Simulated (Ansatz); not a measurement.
TlCl, response to strain

The reference is TlCl in the CsCl type structure (space group Pm-3m, No. 221; a = 3.900 Å).

Strains are applied to the cell and any free atomic positions relax.

Calculations: plane-wave PAW DFT at the PBE level (Ansatz, a program for electronic structure, 420 eV), without spin-orbit coupling.

Candidates:
(a) isotropic strain −3.00 %
(b) isotropic strain +1.00 %
(c) isotropic strain −0.50 %

Base values:

```
Property   Result
--------  -------
Band gap  2.20 eV
```

### Question
Order them by band gap, highest first.

### Answer
(b) isotropic strain +1.00 % (2.26 eV), (c) isotropic strain −0.50 % (2.16 eV), (a) isotropic strain −3.00 % (1.97 eV)

Spin-orbit coupling, missing from the scalar runs, can matter with Tl. Stability against distortions was not tested.
